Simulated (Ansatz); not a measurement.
Consider InP in the zinc blende structure (space group F-43m, No. 216; a = 5.907 Å). Axes: x, y, z lie along the cube axes.

One thing is altered: biaxial strain +0.48 %, plane normal [111], relaxed out of plane (Cartesian); in-plane vectors clamped, the third vector and the atoms free.

Levels (all Ansatz, a quantum-chemistry and plane-wave program, PAW): r2SCAN (500 eV, no SOC); HSE06+SOC (420 eV, noncollinear with spin-orbit coupling).

The geometry is relaxed with r2SCAN.

| Property | Value |
|---|---|
| r2SCAN valence-band top at Γ | 0.00, -0.05, -0.05 eV |
| r2SCAN band gap | 0.96 eV |

### Question
What does HSE06+SOC give at this geometry for the valence-band top at Γ and band gap?

### Answer
The valence-band top at Γ (three highest Kramers pairs, from the VBM) changes from 0.00, -0.05, -0.05 eV to 0.00, -0.03, -0.14 eV; the band gap grows by 0.298 eV, from 0.96 eV to 1.25 eV.

Single points use the geometry relaxed with r2SCAN. The spin-orbit shifts are approximate. Stability against distortions was not tested.
